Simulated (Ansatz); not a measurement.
Consider the following.

```
CELL_PARAMETERS angstrom
      4.22137     0.00000     0.00000
      0.00000     4.22137     0.00000
      0.00000     0.00000     4.22137
ATOMIC_POSITIONS crystal
  Y  0.00000 0.00000 0.00000
  Al 0.00000 0.50000 0.50000
  Al 0.50000 0.00000 0.50000
  Al 0.50000 0.50000 0.00000
```

Method: PBEsol, DFPT electron-phonon coupling, linearised Boltzmann equation (plane waves, PAW, scalar-relativistic; Ansatz, a first-principles code). Geometry: relaxed with this functional, without spin-orbit coupling.

Task: Estimate the phonon-limited resistivity at 300 K, by direction if it differs.

Result: 8.3 μΩ·cm.

Task: And the electrons' mean free path at that temperature?

Result: 18.0 nm, weighted by the current that each state carries. Wires not much wider than this gain resistivity from their walls.

A metal at this level (no band gap). Only scattering by harmonic phonons is included (no impurities, grain boundaries, electron-electron scattering or thermal expansion). Spin-orbit coupling is left out. The run warned that the eigensolver left some states short of its tolerance. Halving the electron mesh (20x20x20) moves the resistivity by up to 9 % at 300 K, the mean free path by up to 7 %. Smearing 0.20 eV; phonons on a 3x3x3 q mesh, which this run doesn't test.

Computed structure with no diffraction record at hand here (it may be known, metastable or hypothetical): YAl3 (Pm-3m).
